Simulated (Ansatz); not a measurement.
Base system: BeTe in the zinc blende structure (space group F-43m, No. 216; a = 5.604 Å). Axes: x, y, z lie along the cube axes.

Calculations: Ansatz (an electronic-structure program), PBEsol, PAW, cutoff 420 eV, no SOC.

Strains are applied to the cell and any free atomic positions relax; under biaxial strain the out-of-plane vector relaxes too.

One change was made to it. Results:

The energy goes up by 5.3 meV/atom; the band gap shrinks by 0.07 eV, from 1.84 eV to 1.77 eV; the pressure (mean of the normal stresses, compression positive) decreases by 1.50 GPa (0.01 GPa → -1.49 GPa).

Q: Which change produced these results?
A. biaxial strain −1.67 %, plane normal [111], relaxed out of plane
B. biaxial strain +1.67 %, plane normal [111], relaxed out of plane
C. biaxial strain +0.42 %, plane normal [111], relaxed out of plane

A: B, biaxial strain +1.67 %, plane normal [111], relaxed out of plane. For comparison, the band gap in the other runs: biaxial strain −1.67 %, plane normal [111], relaxed out of plane gives 1.68 eV; biaxial strain +0.42 %, plane normal [111], relaxed out of plane gives 1.82 eV.

Spin-orbit coupling, missing from the scalar runs, can matter with Te. Gaps are Kohn–Sham eigenvalue differences; semilocal functionals usually give less than the measured gap. Stability against distortions was not tested.
